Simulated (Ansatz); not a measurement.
Be: x(Li) = 0.667, 6 atoms, Cmcm

The parent structure is Be in the hcp (Mg type) structure (space group P6_3/mmc, No. 194; a = 2.263 Å, c = 3.563 Å).

The other end (x = 1) is Li in the hcp (Mg type) structure (space group P6_3/mmc, No. 194; a model cell): 20.98 Å³/atom, gap zero; this end may not be an ambient phase.

It is then changed as follows: a fraction x = 0.667 of the Be sites is given to Li, ordered in a cell of 6 atoms (starting symmetry Cmcm) and fully relaxed.

Calculations: plane-wave PAW DFT at the r2SCAN level (Ansatz, a first-principles code, 500 eV), no SOC, earlier PAW set. k-mesh 11×11×11 (Γ-centred); smearing 0.05 eV (Fermi–Dirac), for the changed cell.

The shortest interatomic distance is nearly the same (220.9 pm against 221.0 pm) and the band gap stays zero. The mixing energy is +0.21 eV/atom (to 0.01 eV only: unlike meshes or grids) and the deviation of the volume from the linear (Vegard-type) interpolation is -17.5 %.

Final structure:

```yaml
crystal:
  lattice:
    - [3.85952, -2.58933, 0.00000]
    - [3.85952, 2.58933, 0.00000]
    - [0.00000, 0.00000, 4.11653]
  atoms:
    - { symbol: Li, position: [0.68274, 0.99132, 0.75000] }
    - { symbol: Be, position: [0.42223, 0.57777, 0.75000] }
    - { symbol: Li, position: [0.00868, 0.31726, 0.75000] }
    - { symbol: Be, position: [0.57777, 0.42223, 0.25000] }
    - { symbol: Li, position: [0.31726, 0.00868, 0.25000] }
    - { symbol: Li, position: [0.99132, 0.68274, 0.25000] }
```

These are small ordered cells, not random alloys; other orderings at the same x differ. Whether these cells are dynamically stable was not tested. This is not the structure that Li has at room temperature and ambient pressure.
